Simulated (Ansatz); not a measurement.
Input:

End structure of a constructed model of the (111) surface of fcc Ni, ferromagnetic, (√3x√3)R30° surface alloy, Si on one Ni site of the top plane (bottom of the slab: a bare face, its two planes held):

```xyz
18
Lattice="3.7329 2.1552 0.0000 -3.7329 2.1552 0.0000 0.0000 0.0000 26.5000" Properties=species:S:1:pos:R:3 pbc="T T T"
Ni    -2.4886     1.4368     8.1832
Ni     0.0000     1.4368     8.1832
Ni     2.4886     1.4368     8.1832
Ni    -1.2443     0.7184    10.2151
Ni     1.2443     0.7184    10.2151
Ni     0.0000     2.8736    10.2151
Ni     0.0000     0.0000    12.2439
Ni    -1.2443     2.1552    12.2446
Ni     1.2443     2.1552    12.2446
Ni    -2.4915     1.4385    14.2755
Ni     0.0000     1.4334    14.2755
Ni     2.4915     1.4385    14.2755
Ni    -1.2368     0.7140    16.3147
Ni     1.2368     0.7140    16.3147
Ni     0.0000     2.8822    16.3147
Si     0.0000     0.0000    18.2834
Ni    -1.2443     2.1552    18.3373
Ni     1.2443     2.1552    18.3373
```

Set-up: 18 atoms, 10.1 Å thick at the start (thin: gaps and levels are the slab's own); mesh 10x10x1; 0.1 eV smearing; dipole correction on; 6 atoms held, the rest relaxed; start symmetry kept, larger cells not searched; spin-polarised, ending with about 9.2 μB a cell; orders that need a larger cell were not tried, no spin-orbit, no U. It is one candidate, not shown to be the stable structure of the face.

**Question.** What work function of the top face does Ansatz (a first-principles code) with PBE give?

**Answer.** 5.00 eV
